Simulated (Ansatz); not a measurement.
The parent structure is Be in the hcp (Mg type) structure (space group P6_3/mmc, No. 194; relaxed with 0.1 eV smearing).

```
CELL_PARAMETERS angstrom
      2.26274     0.00000     0.00000
     -1.13137     1.95959     0.00000
      0.00000     0.00000     3.56641
ATOMIC_POSITIONS crystal
  Be 0.66667 0.33333 0.75000
  Be 0.33333 0.66667 0.25000
```

Cartesian axes are those of the cell as printed.

Computed with PBE (Ansatz, a first-principles code; PAW; 420 eV plane waves; no spin-orbit coupling).

Strains are applied to the cell and any free atomic positions relax.

One change was made to it. Results:

| quantity | base | after |
|---|---|---|
| energy relative to the base (free energy F) | 0 meV/atom | +8.1 meV/atom |
| pressure (mean of the normal stresses, compression positive) | 0.0 GPa | -3.7 GPa |

Which of these changes matches the shifts?
(A) uniaxial strain ε_zz = −0.50 %
(B) uniaxial strain ε_zz = +0.50 %
(C) uniaxial strain ε_zz = +3.00 %
(D) uniaxial strain ε_zz = +2.50 %
(E) uniaxial strain ε_zz = +1.00 %

C, uniaxial strain ε_zz = +3.00 %. For comparison, the energy relative to the base in the other runs: uniaxial strain ε_zz = +2.50 % gives +5.6 meV/atom; uniaxial strain ε_zz = +0.50 % gives +0.2 meV/atom; uniaxial strain ε_zz = +1.00 % gives +0.9 meV/atom; uniaxial strain ε_zz = −0.50 % gives +0.2 meV/atom.

Whether these cells are dynamically stable was not tested.
